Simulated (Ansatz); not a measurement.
System: W-vacancy pair (W on one host Ru site, one Ru site vacant) in hcp Ru (neutral cell). Calculation: PBE, PAW (plane waves to 420 eV; Ansatz, a first-principles code).

36-site cell at the relaxed PBE lattice, a 2×2×2 k-point mesh shifted by half a step along c, smearing 0.10 eV, spin-restricted, no finite-size correction. Static, classical nuclei. Spin-orbit coupling is left out. Forms of the defect that were not tried may lie lower.

Barriers: single points on a 4×4×4 k-point mesh shifted by half a step along c at the bands' geometries (they differ from the bands' own by up to 0.23 eV, and are uncertain by about as much).

Relaxed starting cell (atoms counted from 1):

```
Ru34W
1.0
    8.16420     0.00000     0.00000
   -4.08210     7.07041     0.00000
    0.00000     0.00000     8.58609
W Ru
1 34
Cartesian
 -0.02817   1.55751   1.14792
 -0.01333   1.56589   5.39245
 -1.37429   3.92934   1.08418
 -1.36878   3.92396   5.38593
 -2.72912   6.27582   1.08386
 -2.73128   6.28349   5.38583
  2.72390   1.58546   1.08978
  2.72982   1.59205   5.39621
  1.37232   3.92669   1.09054
  1.38085   3.92870   5.39614
  0.01036   6.29340   1.07895
  0.00729   6.29144   5.39022
  5.46240   1.56731   1.10109
  5.46565   1.56562   5.36254
  4.07348   3.92518   1.08925
  4.07777   3.92785   5.39198
  2.72628   6.30741   1.09968
  2.72574   6.31060   5.36213
  1.38808   0.78117   3.25726
  1.35285   0.79015   7.53138
  0.00747   3.17233   3.25780
 -0.00218   3.13679   7.53236
 -1.35637   5.50427   3.23305
 -1.35922   5.50261   7.52728
  4.07009   0.78153   3.23942
  4.09180   0.78894   7.52532
  2.71965   3.14399   3.24149
  2.72186   3.14511   7.53941
  1.34936   5.49503   3.23907
  1.36614   5.50942   7.52553
  6.79768   0.78475   7.49972
  5.44111   3.16105   3.24095
  5.44628   3.13454   7.54060
  4.09534   5.49241   3.24074
  4.07534   5.50959   7.54042
```

End state 1 differs by these moves (Å; atoms that move under 0.08 Å are left out):

```csv
atom,element,Δx,Δy,Δz
1,W,-1.30,-0.75,2.03
```

Give the forward and backward barriers to end state 1 at the level PBE, PAW.

forward 1.86 eV, backward 1.86 eV; at the saddle point atom 1 has neighbours 4 Ru at 2.49, 4 Ru at 3.02 Å. The saddle point's order was not checked, and it lies on a symmetry element of the cell, where a band can be held.
